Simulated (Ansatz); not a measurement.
Worked example: self-consistent single point of AlAs (F-43m, 2 atoms in the cell) in Ansatz (a first-principles code).

Level of theory: LDA (PW92), default PAW files made with PBE (plane waves; Ansatz).

```xyz
2
Lattice="0.0000 2.8300 2.8300 2.8300 0.0000 2.8300 2.8300 2.8300 0.0000" Properties=species:S:1:pos:R:3 pbc="T T T"
Al     0.0000     0.0000     0.0000
As     1.4150     1.4150     1.4150
```

Reference input (self-consistent single point, DFT, PBE, plane waves, default PAW files): basis.ecutwfc = 30.9 Ry; kpoints.mp_grid.grid = 8 8 8; hamiltonian.xc = pbe; hamiltonian.pseudopotentials = {kind: paw} (the program's default PAW files); scf.occupations.method = fermi_dirac; scf.occupations.width = 0.0037 Ry. This run's input differs from it in these lines:

Ansatz 0.2 input:
```diff
@@ -13,3 +13,3 @@
 hamiltonian:
-  xc: pbe
+  xc: lda
   pseudopotentials: { kind: paw }
```

Output (repeated stretches shortened):

```
SCF iter   1: F=—  HF=-5287.488351 eV  |F-HF|=—  |Δ(HF+E_count)|=         —  Δρ=4.00e-3  dr2=3.99e-3  ethr=1.77e-3  ⟨swp⟩=5.5  Hψ=2279  notcnv=0
all-band conjugate gradients solve this SCF's bands
preconditioner: auto → none
SCF iter   2: F=—  HF=-5287.487282 eV  |F-HF|=—  |Δ(HF+E_count)|=   1.07e-3  Δρ=2.01e-3  dr2=8.70e-4  ethr=2.22e-5  ⟨swp⟩=1.3  Hψ=630  notcnv=0
SCF iter   3: F=—  HF=-5287.487175 eV  |F-HF|=—  |Δ(HF+E_count)|=   1.07e-4  Δρ=2.03e-4  dr2=2.84e-5  ethr=4.83e-6  ⟨swp⟩=1.0  Hψ=377  notcnv=0
SCF iter   4: F=—  HF=-5287.487168 eV  |F-HF|=—  |Δ(HF+E_count)|=   7.14e-6  Δρ=2.87e-5  dr2=2.97e-7  ethr=1.58e-7  ⟨swp⟩=2.0  Hψ=465  notcnv=0
SCF iter   5: F=—  HF=-5287.487168 eV  |F-HF|=—  |Δ(HF+E_count)|=   8.63e-8  Δρ=8.83e-6  dr2=4.36e-8  ethr=1.65e-9  ⟨swp⟩=2.0  Hψ=638  notcnv=0
SCF iter   6: F=-5287.487168 eV  HF=-5287.487168 eV  |F-HF|=6.61e-9  |Δ(HF+E_count)|=   7.83e-8  Δρ=2.71e-6  dr2=3.36e-9  ethr=2.42e-10  ⟨swp⟩=4.1  Hψ=1181  notcnv=0
SCF 1 converged in 6 iterations: F = -5287.487168 eV  dr2 = 3.36e-9
Free energy (F): -5287.487168 eV
Internal energy: -5287.487168 eV  (E = F + TS)
E sigma→0 (E₀):  -5287.487168 eV
Entropy (-TS):   -0.000000 eV (-0.000 meV/atom)
Fermi energy:    6.808945 eV
--- Forces (eV/Å), atoms counted from 1 ---
  atom   1  Al     0.00000000    -0.00000000    -0.00000000
  atom   2  As    -0.00000000     0.00000000     0.00000000
--- Stress (GPa, compression-positive) ---
       -1.198988      -0.000000      -0.000000
       -0.000000      -1.198988       0.000000
       -0.000000       0.000000      -1.198988
  P = ⅓ Tr σ = -1.1990 GPa (-11.990 kbar)
  The stress holds the Pulay correction. Without it, at fixed plane waves, as pw.x and ABINIT print it: P = -1.2319 GPa
```

The run converged in 6 iterations. Against the reference run the pressure goes from 2.62 to -1.20 GPa and the gap on the mesh goes from 1.444 to 1.350 eV.

The starting cell has typed, rounded lattice constants, without a prior relaxation at this level. Ansatz's pressure includes its estimate of the finite-basis (Pulay) stress.
